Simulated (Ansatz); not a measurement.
For La (model structure, started from the diamond type, Fd-3m, No. 227, 2 atoms in the cell), PBEsol (Ansatz, a quantum-chemistry and plane-wave program, PAW) gives:

| Item | Result |
|---|---|
| lattice parameter a | 6.563 Å |
| bulk modulus B0 | 54.5 GPa |

### Question
What does r²SCAN (plane waves, PAW; Ansatz) give for the same quantities?

### Answer

- lattice constant a: 6.656 Å (grows by 1.4 %)
- bulk modulus: 49.5 GPa (shrinks by 9.2 %)

Changes are worked out from the printed values.

Unless a cell is named, each level is at its own relaxed cell (PBEsol 35.34, r²SCAN 36.85 Å³/atom).

Caveats: the bulk modulus is −V dP/dV from two relaxed cells at ±2 % in volume (PBEsol, r²SCAN). Ansatz's density-functional and Hartree–Fock values are scalar-relativistic unless marked +SOC, with PAW data made under PBE.

A model structure was made by putting elements into a prototype or built by hand; it is no filed structure, need not be a known phase, and can be a saddle point held by its symmetry.
